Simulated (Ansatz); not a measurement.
## InAs: point defects

Consider an 8-atom supercell of InAs in the zinc blende structure (space group F-43m, No. 216; a = 6.1866 Å) at its relaxed geometry.

One neutral defect a cell, atoms relaxed at fixed cell.

All numbers come from PBE (Ansatz, a quantum-chemistry and plane-wave program, PAW, no spin-orbit coupling), earlier PAW set.

```json
[
 {"case": "perfect supercell", "pressure": "0.0 GPa", "largest displacement of a host atom from its site in the perfect cell": "–"},
 {"case": "As interstitial (started 2.53 Å from the nearest host atom)", "pressure": "6.5 GPa", "largest displacement of a host atom from its site in the perfect cell": "0.15 Å"},
 {"case": "Li interstitial (started 2.68 Å from the nearest host atom), symmetric start", "pressure": "3.3 GPa", "largest displacement of a host atom from its site in the perfect cell": "0.00 Å"},
 {"case": "In interstitial (started 2.68 Å from the nearest host atom)", "pressure": "8.8 GPa", "largest displacement of a host atom from its site in the perfect cell": "0.10 Å"},
 {"case": "In on a As site (antisite), symmetric start", "pressure": "3.2 GPa", "largest displacement of a host atom from its site in the perfect cell": "0.08 Å"}
]
```

The cell is small, so the values are those of an ordered compound at a high defect concentration; dilute-limit values will differ. The mesh was chosen for an insulator and is coarse for the gapless case. Defects with a symmetric start kept the site's symmetry and may sit on a saddle; the others started slightly shaken. All final runs are without spin polarisation.
